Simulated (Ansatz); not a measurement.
Base system: SiO2 in the rutile structure (space group P4_2/mnm, No. 136).

```yaml
crystal:
  lattice:
    - [4.23588, 0.00000, 0.00000]
    - [0.00000, 4.23588, 0.00000]
    - [0.00000, 0.00000, 2.68991]
  atoms:
    - { symbol: Si, position: [0.50000, 0.50000, 0.50000] }
    - { symbol: Si, position: [0.00000, 0.00000, 0.00000] }
    - { symbol: O, position: [0.80699, 0.80699, 0.50000] }
    - { symbol: O, position: [0.30699, 0.69301, 0.00000] }
    - { symbol: O, position: [0.69301, 0.30699, 0.00000] }
    - { symbol: O, position: [0.19301, 0.19301, 0.50000] }
```

Calculations: PBE (Ansatz, a quantum-chemistry and plane-wave program, PAW, no spin-orbit coupling), earlier PAW set.

Carriers are added at fixed cell with a uniform background; the Fermi–Dirac width is that of 300 K.

One change was made to it. Results:

| quantity | base | after |
|---|---|---|
| gap between the host's bands | 5.05 eV | 5.02 eV |
| Fermi level relative to the doped band's edge (positive inside the band; to 0.05 eV) | – | +1.25 eV |
| gap character | direct at Γ | direct at Γ |

What was done to the base?
A) electrons 2.0×10^22 cm⁻³
B) electrons 3.0×10^21 cm⁻³
C) holes 3.0×10^21 cm⁻³
D) holes 2.0×10^22 cm⁻³

B, electrons 3.0×10^21 cm⁻³. For comparison, the Fermi level from band edge in the other runs: electrons 2.0×10^22 cm⁻³ gives +2.35 eV; holes 2.0×10^22 cm⁻³ gives +1.00 eV; holes 3.0×10^21 cm⁻³ gives +0.45 eV.

Carriers are added with a uniform compensating background; total energy and stress of such cells depend on the potential's zero and are not compared; many-body gap narrowing is missing at this level. Whether these cells are dynamically stable was not tested.
